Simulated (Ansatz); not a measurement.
InP: response to strain

Consider InP in the zinc blende structure (space group F-43m, No. 216).

```xyz
2
Lattice="0.0000 2.9135 2.9135 2.9135 0.0000 2.9135 2.9135 2.9135 0.0000" Properties=species:S:1:pos:R:3 pbc="T T T"
In     0.0000     0.0000     0.0000
P      1.4567     1.4567     1.4567
```

Cartesian axes are those of the cell as printed.

Strains are applied to the cell and any free atomic positions relax; under biaxial strain the out-of-plane vector relaxes too.

Computed with LDA, PAW, 420 eV (Ansatz, a program for electronic structure; no spin-orbit coupling).

```csv
variant,ratio −ε⊥/ε∥,band gap
base,–,0.58 eV
"biaxial strain −3.00 %, plane normal [001], relaxed out of plane",1.10,0.60 eV
"biaxial strain −2.50 %, plane normal [001], relaxed out of plane",1.10,0.60 eV
"biaxial strain −1.50 %, plane normal [001], relaxed out of plane",1.11,0.59 eV
"biaxial strain −1.00 %, plane normal [001], relaxed out of plane",1.11,0.59 eV
"biaxial strain −0.50 %, plane normal [001], relaxed out of plane",–,0.58 eV
"biaxial strain +0.50 %, plane normal [001], relaxed out of plane",–,0.52 eV
"biaxial strain +1.00 %, plane normal [001], relaxed out of plane",1.13,0.46 eV
"biaxial strain +2.00 %, plane normal [001], relaxed out of plane",?,?
"biaxial strain +3.00 %, plane normal [001], relaxed out of plane",1.15,0.25 eV
```

Problem. What belongs in the blanks?

Solution. 
- biaxial strain +2.00 %, plane normal [001], relaxed out of plane, ratio −ε⊥/ε∥: 1.14
- biaxial strain +2.00 %, plane normal [001], relaxed out of plane, band gap: 0.35 eV

Whether these cells are dynamically stable was not tested. A zero or small gap of InP under biaxial strain +3.00 %, plane normal [001], relaxed out of plane can be the functional's error rather than a property of the material.
